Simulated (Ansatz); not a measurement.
# Random Si-Ge alloy, 4x4x4 cubic cells, lattice parameter by Vegard's rule

Prepared with Tersoff's 1989 multicomponent potential (SiCGe.tersoff) (LAMMPS): minimisation. Geometry as solved with PBE, support functions at accuracy medium on the grid of 370 eV in Ansatz (a program for electronic structure).

```xyz
512
Lattice="22.26 0.00 0.00 0.00 22.26 0.00 0.00 0.00 22.26" Properties=species:S:1:pos:R:3 pbc="T T T"
Si    -0.03    -0.04     0.00
Ge     1.38     1.37     1.39
Si     2.80     2.79     0.02
Si     4.17     4.15     1.41
Si     2.79     0.02     2.82
Si     4.21     1.37     4.16
Si    -0.02     2.76     2.80
Ge     1.40     4.19     4.12
Si    -0.05     0.02     5.60
Ge     1.36     1.42     6.98
Ge     2.85     2.80     5.57
Si     4.21     4.21     7.00
Ge     2.81    -0.01     8.37
Si     4.19     1.43     9.76
Si    -0.01     2.80     8.41
Si     1.39     4.20     9.74
Ge    -0.05    -0.02    11.09
Ge     1.41     1.40    12.49
Si     2.80     2.83    11.09
Si     4.13     4.23    12.47
Si     2.75    -0.04    13.90
Ge     4.12     1.38    15.29
Ge    -0.03     2.82    13.93
Si     1.39     4.24    15.29
Si    -0.02     0.00    16.69
Si     1.34     1.38    18.09
Ge     2.73     2.83    16.74
Si     4.18     4.22    18.12
Ge     2.79     0.02    19.48
Si     4.17     1.46    20.88
Si     0.01     2.75    19.48
Ge     1.40     4.19    20.88
Si     0.01     5.62     0.02
Si     1.39     6.99     1.40
Si     2.76     8.37     0.02
Si     4.17     9.73     1.40
Si     2.78     5.57     2.71
Ge     4.18     6.92     4.14
Si    -0.01     8.36     2.78
Si     1.36     9.76     4.16
Ge     0.00     5.62     5.55
Si     1.42     6.95     6.98
Ge     2.77     8.38     5.57
Si     4.22     9.74     6.95
Si     2.78     5.56     8.34
Si     4.18     6.95     9.68
Ge    -0.04     8.33     8.34
Ge     1.36     9.77     9.76
Si    -0.01     5.56    11.12
Si     1.38     6.90    12.51
Ge     2.80     8.32    11.14
Si     4.17     9.79    12.50
Si     2.77     5.57    13.89
Si     4.16     6.92    15.28
Ge    -0.02     8.33    13.88
Ge     1.41     9.80    15.27
Si    -0.01     5.59    16.65
Ge     1.36     6.96    18.12
Ge     2.82     8.36    16.69
Si     4.16     9.80    18.09
Si     2.81     5.59    19.49
Si     4.11     6.99    20.91
Si     0.00     8.37    19.55
Si     1.39     9.75    20.89
Si     0.01    11.10     0.02
Si     1.36    12.46     1.44
Ge     2.76    13.87     0.06
Si     4.15    15.28     1.46
Si     2.78    11.11     2.79
Si     4.17    12.50     4.18
Si     0.02    13.87     2.82
Si     1.43    15.26     4.15
Si    -0.02    11.13     5.54
Si     1.39    12.52     6.88
Si     2.79    13.89     5.53
Si     4.16    15.28     6.92
Ge     2.80    11.16     8.31
Si     4.18    12.53     9.74
Ge    -0.01    13.88     8.33
Si     1.42    15.27     9.72
Si    -0.03    11.16    11.17
Si     1.38    12.54    12.52
Si     2.75    13.88    11.10
Ge     4.15    15.26    12.52
Si     2.82    11.19    13.86
Si     4.18    12.52    15.30
Si     0.02    13.91    13.91
Si     1.32    15.31    15.33
Si    -0.01    11.18    16.68
Si     1.35    12.50    18.10
Ge     2.76    13.91    16.70
Si     4.17    15.31    18.10
Si     2.72    11.11    19.45
Ge     4.17    12.47    20.84
Si    -0.02    13.90    19.43
Ge     1.38    15.28    20.82
Ge    -0.01    16.73     0.00
Si     1.45    18.06     1.39
Si     2.78    19.41     0.00
Ge     4.15    20.83     1.44
Si     2.79    16.68     2.80
Si     4.19    18.04     4.18
Ge     0.01    19.48     2.70
Ge     1.37    20.90     4.20
Ge     0.03    16.65     5.57
Si     1.39    18.06     7.00
Ge     2.80    19.44     5.60
Si     4.21    20.91     6.92
Si     2.76    16.63     8.31
Ge     4.15    18.03     9.72
Si     0.01    19.47     8.34
Si     1.37    20.84     9.71
Ge     0.00    16.69    11.12
Si     1.34    18.11    12.56
Ge     2.75    19.49    11.16
Si     4.18    20.90    12.55
Ge     2.74    16.71    13.95
Si     4.17    18.12    15.30
Si    -0.04    19.48    13.93
Si     1.33    20.89    15.28
Si    -0.03    16.68    16.72
Si     1.35    18.04    18.09
Ge     2.73    19.48    16.69
Si     4.15    20.85    18.10
Si     2.79    16.70    19.45
Si     4.12    18.05    20.87
Si    -0.04    19.44    19.44
Ge     1.36    20.81    20.88
Ge     5.56     0.05     0.04
Si     6.96     1.40     1.48
Ge     8.31     2.81     0.06
Si     9.71     4.23     1.44
Si     8.35    -0.01     2.81
Si     9.71     1.35     4.22
Si     5.55     2.78     2.79
Ge     6.97     4.19     4.19
Si     5.59     0.01     5.54
Si     6.92     1.43     6.92
Si     8.36     2.76     5.58
Si     9.75     4.16     6.91
Ge     8.34    -0.01     8.27
Ge     9.77     1.43     9.66
Si     5.57     2.78     8.34
Si     6.90     4.18     9.72
Si     5.52     0.04    11.16
Si     6.93     1.40    12.50
Ge     8.33     2.81    11.12
Si     9.77     4.18    12.51
Ge     8.30     0.02    13.94
Si     9.77     1.40    15.27
Ge     5.55     2.83    13.87
Si     6.93     4.21    15.31
Ge     5.56    -0.05    16.70
Ge     6.93     1.44    18.11
Ge     8.39     2.83    16.67
Si     9.79     4.18    18.11
Ge     8.38     0.01    19.48
Ge     9.81     1.41    20.92
Si     5.53     2.84    19.50
Si     6.93     4.17    20.87
Ge     5.56     5.59     0.02
Si     6.99     7.00     1.40
Si     8.36     8.36     0.01
Si     9.78     9.70     1.36
Si     8.36     5.63     2.79
Si     9.74     6.99     4.18
Si     5.56     8.34     2.74
Ge     6.93     9.71     4.20
Si     5.58     5.58     5.62
Si     6.95     6.98     6.94
Si     8.37     8.33     5.59
Si     9.73     9.72     6.97
Ge     8.35     5.56     8.34
Si     9.76     6.98     9.73
Si     5.58     8.35     8.32
Si     6.94     9.74     9.70
Si     5.51     5.56    11.06
Ge     6.94     6.97    12.43
Si     8.35     8.36    11.05
Ge     9.72     9.70    12.54
Ge     8.35     5.56    13.89
Ge     9.79     6.97    15.32
Ge     5.54     8.38    13.92
Si     6.92     9.78    15.33
Si     5.52     5.54    16.66
Ge     6.91     6.94    18.08
Ge     8.35     8.42    16.72
Si     9.74     9.79    18.14
Ge     8.37     5.55    19.51
Si     9.73     7.01    20.89
Ge     5.53     8.40    19.53
Si     7.00     9.77    20.91
Si     5.56    11.08     0.00
Ge     6.93    12.55     1.38
Si     8.38    13.92    -0.01
Si     9.72    15.32     1.36
Ge     8.37    11.09     2.76
Ge     9.74    12.50     4.23
Si     5.53    13.91     2.82
Si     6.94    15.28     4.18
Si     5.55    11.15     5.58
Si     6.93    12.51     6.96
Si     8.27    13.88     5.57
Ge     9.73    15.29     6.87
Si     8.32    11.11     8.32
Si     9.72    12.47     9.70
Si     5.52    13.88     8.31
Ge     6.91    15.30     9.70
Si     5.54    11.10    11.08
Ge     6.92    12.48    12.53
Ge     8.38    13.90    11.11
Si     9.75    15.33    12.51
Si     8.30    11.09    13.93
Ge     9.74    12.46    15.31
Si     5.56    13.89    13.95
Si     6.96    15.28    15.27
Si     5.55    11.15    16.71
Si     6.93    12.50    18.11
Ge     8.34    13.92    16.74
Si     9.76    15.33    18.13
Si     8.34    11.17    19.51
Si     9.74    12.53    20.90
Si     5.54    13.90    19.44
Ge     6.97    15.28    20.82
Ge     5.52    16.66     0.02
Ge     6.96    18.06     1.47
Ge     8.41    19.46     0.05
Si     9.78    20.90     1.44
Si     8.37    16.64     2.82
Si     9.74    18.09     4.14
Si     5.56    19.47     2.87
Si     6.97    20.87     4.19
Si     5.56    16.66     5.55
Si     6.95    18.09     6.85
Si     8.37    19.47     5.52
Si     9.77    20.84     6.90
Ge     8.32    16.73     8.28
Ge     9.75    18.13     9.74
Ge     5.56    19.47     8.28
Ge     6.93    20.88     9.77
Si     5.55    16.67    11.14
Ge     6.95    18.07    12.55
Si     8.33    19.48    11.15
Ge     9.73    20.87    12.52
Si     8.37    16.65    13.93
Si     9.72    18.01    15.35
Si     5.53    19.49    13.92
Si     6.94    20.80    15.30
Ge     5.58    16.69    16.68
Si     7.00    18.07    18.08
Si     8.32    19.42    16.66
Ge     9.74    20.84    18.00
Si     8.38    16.72    19.47
Si     9.75    18.03    20.89
Ge     5.54    19.43    19.47
Ge     6.96    20.86    20.89
Si    11.17     0.00     0.07
Si    12.54     1.37     1.43
Ge    13.90     2.81     0.03
Si    15.32     4.22     1.42
Si    13.92     0.00     2.79
Si    15.30     1.41     4.16
Ge    11.10     2.77     2.80
Ge    12.55     4.20     4.22
Si    11.15    -0.01     5.55
Si    12.54     1.39     6.93
Si    13.95     2.76     5.58
Si    15.35     4.14     6.93
Si    13.92     0.03     8.32
Si    15.30     1.39     9.71
Si    11.16     2.81     8.26
Ge    12.51     4.17     9.75
Ge    11.20     0.02    11.10
Si    12.56     1.44    12.52
Si    13.95     2.77    11.12
Si    15.33     4.14    12.49
Ge    13.93     0.00    13.90
Si    15.39     1.36    15.29
Si    11.11     2.76    13.86
Ge    12.48     4.16    15.29
Si    11.14     0.02    16.63
Ge    12.52     1.36    18.10
Ge    13.99     2.76    16.67
Si    15.37     4.17    18.08
Si    13.94    -0.03    19.47
Ge    15.31     1.40    20.83
Si    11.17     2.82    19.49
Si    12.51     4.19    20.87
Ge    11.13     5.59     0.03
Si    12.53     6.95     1.47
Ge    13.88     8.33     0.01
Ge    15.31     9.76     1.43
Si    13.95     5.59     2.79
Si    15.34     6.93     4.16
Si    11.13     8.35     2.79
Si    12.49     9.76     4.15
Si    11.09     5.60     5.57
Si    12.46     6.97     6.94
Ge    13.89     8.33     5.53
Ge    15.32     9.76     6.96
Ge    13.93     5.58     8.29
Ge    15.36     6.98     9.75
Si    11.13     8.35     8.35
Si    12.55     9.71     9.70
Si    11.11     5.60    11.14
Si    12.52     6.99    12.46
Si    13.90     8.38    11.11
Si    15.27     9.77    12.48
Ge    13.90     5.56    13.83
Ge    15.30     6.95    15.31
Si    11.20     8.35    13.90
Si    12.54     9.75    15.29
Si    11.13     5.55    16.73
Ge    12.51     7.00    18.10
Si    13.90     8.38    16.67
Ge    15.32     9.73    18.08
Ge    13.97     5.55    19.50
Si    15.34     6.96    20.91
Si    11.09     8.39    19.51
Si    12.47     9.73    20.89
Si    11.12    11.12     0.00
Si    12.52    12.47     1.38
Ge    13.92    13.92     0.02
Si    15.35    15.34     1.41
Si    13.88    11.15     2.81
Si    15.32    12.52     4.14
Ge    11.12    13.90     2.74
Ge    12.55    15.34     4.15
Si    11.14    11.07     5.61
Si    12.54    12.43     6.95
Ge    13.94    13.88     5.59
Si    15.32    15.30     6.99
Si    13.91    11.13     8.37
Si    15.32    12.50     9.73
Ge    11.13    13.85     8.31
Ge    12.55    15.27     9.76
Ge    11.16    11.13    11.11
Si    12.60    12.52    12.51
Si    13.98    13.87    11.14
Si    15.33    15.27    12.49
Si    13.93    11.13    13.91
Si    15.31    12.48    15.31
Ge    11.16    13.91    13.88
Si    12.50    15.32    15.32
Si    11.14    11.08    16.71
Ge    12.47    12.54    18.12
Ge    13.93    13.94    16.69
Si    15.32    15.34    18.12
Ge    13.91    11.13    19.55
Si    15.35    12.52    20.92
Si    11.09    13.95    19.53
Si    12.51    15.32    20.87
Si    11.14    16.69     0.01
Si    12.53    18.08     1.39
Si    13.94    19.43     0.03
Si    15.26    20.85     1.40
Si    13.95    16.72     2.75
Si    15.31    18.04     4.17
Si    11.15    19.48     2.78
Si    12.52    20.89     4.15
Si    11.11    16.73     5.51
Ge    12.50    18.07     6.96
Ge    13.94    19.50     5.54
Si    15.30    20.94     6.95
Si    13.93    16.66     8.33
Ge    15.29    18.07     9.75
Si    11.15    19.53     8.34
Si    12.57    20.88     9.68
Si    11.12    16.69    11.13
Ge    12.52    18.11    12.48
Si    13.92    19.53    11.10
Si    15.32    20.90    12.45
Ge    13.92    16.65    13.89
Ge    15.34    18.06    15.32
Ge    11.11    19.46    13.99
Si    12.53    20.89    15.33
Si    11.14    16.67    16.72
Si    12.54    18.02    18.10
Ge    13.91    19.49    16.75
Si    15.34    20.88    18.12
Si    13.92    16.69    19.50
Si    15.30    18.07    20.88
Ge    11.13    19.42    19.48
Ge    12.56    20.85    20.91
Ge    16.72    -0.02     0.03
Si    18.07     1.45     1.41
Si    19.44     2.78     0.03
Ge    20.85     4.20     1.41
Ge    19.50     0.03     2.75
Si    20.89     1.39     4.18
Si    16.68     2.82     2.79
Si    18.06     4.21     4.16
Si    16.65     0.06     5.58
Si    18.05     1.38     6.98
Ge    19.44     2.77     5.55
Ge    20.87     4.18     6.99
Si    19.47     0.03     8.35
Si    20.82     1.44     9.73
Si    16.69     2.78     8.35
Si    18.04     4.14     9.76
Si    16.71     0.03    11.10
Si    18.07     1.41    12.48
Si    19.45     2.80    11.12
Si    20.84     4.20    12.48
Ge    19.47     0.00    13.90
Si    20.87     1.38    15.33
Si    16.69     2.75    13.87
Ge    18.10     4.15    15.27
Si    16.72    -0.01    16.72
Si    18.10     1.36    18.08
Si    19.47     2.72    16.69
Ge    20.90     4.14    18.05
Si    19.45    -0.05    19.45
Ge    20.84     1.37    20.87
Si    16.73     2.78    19.43
Ge    18.06     4.17    20.90
Si    16.69     5.59     0.05
Si    18.09     6.96     1.41
Si    19.50     8.35     0.06
Si    20.88     9.75     1.40
Si    19.45     5.61     2.82
Si    20.84     7.01     4.16
Si    16.71     8.31     2.79
Ge    18.10     9.75     4.15
Si    16.70     5.57     5.56
Si    18.07     6.98     6.92
Si    19.49     8.36     5.58
Si    20.85     9.76     6.93
Ge    19.42     5.59     8.40
Si    20.85     6.96     9.80
Si    16.76     8.36     8.33
Si    18.11     9.72     9.72
Si    16.73     5.53    11.15
Si    18.12     6.93    12.48
Si    19.47     8.36    11.13
Si    20.84     9.75    12.50
Si    19.50     5.58    13.88
Si    20.84     6.94    15.30
Ge    16.70     8.36    13.85
Ge    18.13     9.77    15.30
Si    16.70     5.54    16.70
Ge    18.08     6.97    18.08
Si    19.50     8.33    16.67
Ge    20.88     9.73    18.08
Ge    19.53     5.59    19.52
Si    20.90     7.01    20.94
Si    16.68     8.33    19.51
Ge    18.09     9.74    20.89
Si    16.71    11.17     0.04
Si    18.09    12.54     1.40
Si    19.44    13.91     0.01
Ge    20.85    15.27     1.43
Si    19.51    11.17     2.76
Si    20.87    12.53     4.18
Si    16.70    13.91     2.77
Si    18.06    15.28     4.17
Si    16.68    11.15     5.52
Ge    18.09    12.52     6.94
Si    19.48    13.94     5.53
Si    20.83    15.29     6.95
Si    19.49    11.11     8.36
Si    20.86    12.48     9.75
Si    16.67    13.90     8.35
Ge    18.10    15.28     9.75
Si    16.69    11.09    11.08
Ge    18.12    12.47    12.49
Si    19.53    13.88    11.12
Si    20.89    15.24    12.52
Si    19.55    11.14    13.91
Si    20.89    12.55    15.29
Ge    16.71    13.90    13.94
Si    18.10    15.28    15.37
Si    16.72    11.16    16.70
Si    18.12    12.52    18.06
Si    19.50    13.90    16.70
Si    20.85    15.29    18.09
Si    19.45    11.13    19.45
Ge    20.85    12.51    20.87
Ge    16.73    13.91    19.49
Si    18.11    15.32    20.90
Si    16.71    16.69    -0.01
Si    18.10    18.06     1.34
Si    19.47    19.45    -0.04
Si    20.84    20.85     1.32
Si    19.40    16.67     2.78
Ge    20.85    18.06     4.13
Ge    16.69    19.44     2.76
Ge    18.06    20.92     4.20
Si    16.66    16.64     5.55
Ge    18.07    18.04     6.95
Ge    19.51    19.51     5.60
Si    20.89    20.91     7.01
Si    19.51    16.68     8.34
Si    20.86    18.10     9.69
Ge    16.70    19.54     8.35
Si    18.13    20.92     9.75
Si    16.68    16.66    11.14
Ge    18.11    18.08    12.48
Si    19.50    19.49    11.07
Si    20.85    20.81    12.51
Ge    19.51    16.66    13.95
Si    20.89    18.10    15.34
Ge    16.71    19.53    13.89
Si    18.10    20.88    15.35
Si    16.72    16.66    16.73
Ge    18.11    18.08    18.12
Si    19.50    19.49    16.69
Si    20.87    20.86    18.07
Si    19.51    16.66    19.51
Si    20.85    18.10    20.84
Si    16.68    19.48    19.52
Si    18.10    20.83    20.85
```
